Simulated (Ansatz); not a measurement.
The parent structure is GaN in the zinc blende structure (space group F-43m, No. 216; a = 4.498 Å).

The values are results of PBEsol (Ansatz, a quantum-chemistry and plane-wave program, PAW, no SOC), not measurements.

Its conduction minimum is a single valley at Γ with mass 0.15 mₑ.

Now apply this change: 0.159 electrons added to each cell, a density of 7.0×10^21 cm⁻³, with a uniform compensating background at fixed cell and a 300 K Fermi–Dirac width.

Where would a parabolic band put the Fermi level, and where does the calculation put it?

k_F = (3π²n)^(1/3) = 0.592 Å⁻¹, so ħ²k_F²/2m = 8.7 eV above the band edge at zero temperature. The calculation gives 2.20 eV (to 0.05 eV): the band is strongly non-parabolic or higher valleys fill at this density.

Charged cell with a jellium background: band edges are those of the host's band count, energies are not comparable with the neutral cell, and many-body gap narrowing is missing. The levels and masses belong to the bands next to the band gap. Masses are band curvatures over ±0.01 Å⁻¹ around the edge. Stability against distortions was not tested. This is not the structure that GaN has at room temperature and ambient pressure.
